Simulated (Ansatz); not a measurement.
**Ta, response to strain**

The reference is Ta in the bcc (W type) structure (space group Im-3m, No. 229; a = 3.254 Å; relaxed with 0.1 eV smearing).

Strains are applied to the cell and any free atomic positions relax.

Calculations: LDA (Ansatz, a first-principles code, PAW, spin-orbit coupling left out).

Notes on the quantities. energy relative to the base: free energy F.

| isotropic strain (%) | energy relative to the base (meV/atom) |
|---|---|
| -3 | 102.9 |
| -2.5 | 70.5 |
| -1.5 | 24.6 |
| -0.5 | 2.7 |
| 0 | 0.0 |
| 0.5 | 2.6 |
| 1.5 | ? |
| 2 | 39.7 |
| 2.5 | 61.3 |

Fit ΔE = Aε² + Bε³ (ε in %) to the rows shown and predict the withheld row.

Least squares on the printed values gives A = 10.5 and B = -0.30 meV/atom (largest residual 0.1 meV/atom); this predicts 22.7 meV/atom, and the run gives 22.7 meV/atom, in agreement.

Whether these cells are dynamically stable was not tested. All final runs are without spin polarisation.
